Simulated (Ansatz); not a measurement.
**Pressure series in Si3N4**

Take Si$_{3}$N$_{4}$ (space group Fd-3m, No. 227) as the base.

Si$_{3}$N$_{4}$ is taken in the cubic space group Fd-3m, origin choice 1 (No. 227), Pearson symbol cF56. Conventional cell: a = b = c = 7.789 Å, α = β = γ = 90.00°. Si1 on 16c is surrounded by 6 N at 1.891 Å (octahedral). Si2 on 8b has 4 N at 1.787 Å (tetrahedral). N on 32e has 1 Si at 1.787 Å and 3 Si at 1.891 Å. (Neighbours: up to the widest gap in distance over summed covalent radii, below 1.35, at either atom.)
(The calculation used a cell of 14 atoms; values per cell refer to that cell.)

Cell and atoms are relaxed at each pressure.

Levels (all Ansatz, an electronic-structure program, PAW): PBE (420 eV, without spin-orbit coupling); PBEsol (420 eV, without spin-orbit coupling).

The base cell above is that of PBE; each level relaxes its own structures.

```csv
case,"volume per atom, PBE","volume per atom, PBEsol"
pressure −2 GPa,8.50 Å³,8.35 Å³
pressure −1 GPa,8.47 Å³,…
pressure 0.3 GPa,8.43 Å³,8.28 Å³
pressure 0.7 GPa,8.42 Å³,8.27 Å³
pressure 1.5 GPa,8.40 Å³,8.25 Å³
pressure 3 GPa,8.36 Å³,…
pressure 5 GPa,8.30 Å³,8.16 Å³
pressure 7.5 GPa,8.24 Å³,…
pressure 10 GPa,8.17 Å³,…
```

Question: Some entries are withheld; estimate them.

Answer: 
- pressure −1 GPa, volume per atom, PBEsol: 8.32 Å³
- pressure 3 GPa, volume per atom, PBEsol: 8.21 Å³
- pressure 7.5 GPa, volume per atom, PBEsol: 8.10 Å³
- pressure 10 GPa, volume per atom, PBEsol: 8.04 Å³

PBE lies above PBEsol in every row, by 0.13 Å³ to 0.15 Å³. They put the cases in the same order.

Load acts through the strain it causes; cell and atoms are relaxed under it. Whether these cells are dynamically stable was not tested. Competing high-pressure phases were not computed.
